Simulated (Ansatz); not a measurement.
The reference is NaCaF3 in the cubic perovskite structure (space group Pm-3m, No. 221; a = 4.372 Å; a hypothetical phase, not in the database extracts checked).

The change: every lattice vector is stretched by 2.13 %; the atoms relax in the strained cell.

Levels (all Ansatz, a program for electronic structure, PAW): PBEsol (420 eV, no SOC); r2SCAN (500 eV, no spin-orbit coupling); HSE06 (420 eV, without spin-orbit coupling).

One geometry, relaxed with PBEsol, under each level:

```tsv
level	band gap	lowest conduction level above the VBM at special points	pressure
PBEsol	4.94 eV	Γ 4.94 eV; X 6.97 eV; M 7.96 eV; R 8.31 eV	-2.90 GPa
r2SCAN	(withheld)	(withheld)	(withheld)
HSE06	6.92 eV	Γ 6.92 eV; X 8.95 eV; M 9.99 eV	–
```

### Question
Give the withheld r2SCAN results.

### Answer

- r2SCAN, band gap: 5.76 eV
- r2SCAN, lowest conduction level above the VBM at special points: Γ 5.76 eV; X 7.81 eV; M 8.85 eV; R 9.30 eV
- r2SCAN, pressure: -2.69 GPa

Single points use the geometry relaxed with PBEsol. Their cutoffs differ, which shifts pressures a little. The hybrid gap comes from the SCF mesh plus the semilocal run's edge points and a few special points and is an upper bound. Whether these cells are dynamically stable was not tested. Many cubic perovskites are stable only at high temperature; tilts and polar distortions were not tested.
